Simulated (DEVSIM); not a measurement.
## abrupt Si p-n junction

Device: abrupt Si p-n junction, at 250 K.

```tsv
layer (left to right)	material	thickness (μm)	Nd (cm⁻³)	Na (cm⁻³)	τn (s)	τp (s)
1	Si	0.900	-	6.4e15	1.7e-7	1.7e-7
2	Si	76.0	4.2e14	-	1.7e-7	1.7e-7
```

Left contact: ohmic. Right contact: ohmic. Voltage is applied to the left contact. Recombination: SRH at mid-gap. Mobility is constant in doping.

The device is made up for the run: typed textbook-type constants, with dimensions and the other settings drawn at random. Values at 300 K; Nc and Nv go as T^1.5, mobilities as T to minus their exponent, the gap by Varshni's rule with the affinity fixed.

```tsv
parameter	Si
gap (eV)	1.124
affinity (eV)	4.05
permittivity	11.7
Nc (cm⁻³)	2.86e19
Nv (cm⁻³)	3.1e19
μn (cm²/Vs)	1417
μp (cm²/Vs)	470
T exponent of μn	2.3
T exponent of μp	2.2
Varshni α (eV/K)	0.000473
Varshni β (K)	636
```

Simulated with DEVSIM: 1D drift-diffusion, Boltzmann statistics, complete ionisation; no tunnelling, impact ionisation, image-force lowering or self-heating.

The potential step across the device at zero bias comes out as 0.725 V. The largest field in the device at zero bias comes out as 9200 V/cm and the dark forward voltage at 1 A/cm² comes out as 0.691 V.

Dark reverse current:

```tsv
V (V)	J (A/cm²)
-0.20	-1.2e-9
-0.50	-2.4e-9
-1.00	-4.0e-9
-1.50	-5.3e-9
-2.00	-6.5e-9
-3.00	-8.5e-9
-4.00	-1.0e-8
-5.00	-1.2e-8
-6.50	-1.4e-8
-8.00	-1.6e-8
-10.00	-1.8e-8
```

Small-signal capacitance in reverse bias (quasi-static):

```json
[
 {"V (V)": "-0.2", "C (nF/cm²)": "6.09"},
 {"V (V)": "-0.5", "C (nF/cm²)": "5.26"},
 {"V (V)": "-1", "C (nF/cm²)": "4.41"},
 {"V (V)": "-1.5", "C (nF/cm²)": "3.87"},
 {"V (V)": "-2", "C (nF/cm²)": "3.49"},
 {"V (V)": "-3", "C (nF/cm²)": "2.98"},
 {"V (V)": "-4", "C (nF/cm²)": "2.64"},
 {"V (V)": "-5", "C (nF/cm²)": "2.40"},
 {"V (V)": "-6.5", "C (nF/cm²)": "2.13"},
 {"V (V)": "-8", "C (nF/cm²)": "1.94"},
 {"V (V)": "-10", "C (nF/cm²)": "1.75"}
]
```
